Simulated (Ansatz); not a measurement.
The parent structure is BaZrO$_{3}$ in the cubic perovskite structure (space group Pm-3m, No. 221; a = 4.181 Å). Axes: x, y, z lie along the cube axes.

Calculations: PBEsol (Ansatz, a program for electronic structure), scalar-relativistic without spin-orbit coupling.

Before the change:

```
Quantity            Result
---------------  ---------
Pressure         -0.01 GPa
Volume per atom   14.61 Å³
```

Modification: biaxial strain +0.60 %, plane normal [001], relaxed out of plane (Cartesian); in-plane vectors clamped, the third vector and the atoms free.

How does this affect the energy relative to the base?

The energy increases by 1.1 meV/atom.

What happens to the pressure?

The pressure (mean of the normal stresses, compression positive) drops by 1.409 GPa, from -0.01 GPa to -1.41 GPa.

Predict the new volume per atom.

The volume per atom grows by 0.132 Å³ (14.61 Å³ → 14.75 Å³).

Whether these cells are dynamically stable was not tested.
